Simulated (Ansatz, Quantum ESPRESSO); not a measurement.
One structure in several programs: Rb (Im-3m, 1 atom in the cell)

Self-consistent single point.

```
CELL_PARAMETERS angstrom
     -2.78262     2.78262     2.78262
      2.78262    -2.78262     2.78262
      2.78262     2.78262    -2.78262
ATOMIC_POSITIONS crystal
  Rb 0.00000 0.00000 0.00000
```

Shared settings, as Ansatz (a program for electronic structure) writes them: kpoints.mp_grid.grid = 11 11 11; magnetization.spin_orbit = true; scf.occupations.method = gaussian; scf.occupations.width = 0.02 Ry. Potentials and cutoffs stand in the table.

| code | model | pressure (GPa) | cutoff |
|---|---|---|---|
| Quantum ESPRESSO | PBE, spin-orbit coupling, PSlibrary fully relativistic PAW (PBE) pseudopotentials | 0.17 | 40 Ry |
| Ansatz | PBE with spin-orbit coupling, PAW files | 0.17 | 30.9 Ry |

The spread over the programs that give each value: pressure within 0.00 GPa.

Ansatz's pressure is given at a fixed set of plane waves, as the other plane-wave codes print theirs.

The starting cell has typed, rounded lattice constants, without a prior relaxation at this level. Its lattice was rescaled by a random factor within 2.5 % of one.

Left out of this page: ABINIT (failed or unconverged); Elk, FLEUR and SIESTA (not drawn, or without a comparable value).

Keys are those of Ansatz 0.2.
